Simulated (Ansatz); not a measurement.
Response to strain in BaTiO3

Base system: BaTiO3 in the cubic perovskite structure (space group Pm-3m, No. 221; a = 3.935 Å). Axes: x, y, z lie along the cube axes.

Strains are applied to the cell and any free atomic positions relax.

Computed with LDA (Ansatz, an electronic-structure program; PAW; 420 eV plane waves; no SOC).

Candidates:
(a) tensor shear ε_xy = +1.67 %
(b) tensor shear ε_xy = +1.33 %
(c) tensor shear ε_xy = +2.00 %
(d) tensor shear ε_xy = +1.00 %

Base values:

Band gap: 1.83 eV

Problem. Order them by band gap, lowest first.

Solution. (c) tensor shear ε_xy = +2.00 % (1.65 eV), (a) tensor shear ε_xy = +1.67 % (1.69 eV), (b) tensor shear ε_xy = +1.33 % (1.73 eV), (d) tensor shear ε_xy = +1.00 % (1.77 eV)

No phonon test of stability was made. All final runs are without spin polarisation. Many cubic perovskites are stable only at high temperature; tilts and polar distortions were not tested. This is not the structure that BaTiO3 has at room temperature and ambient pressure.
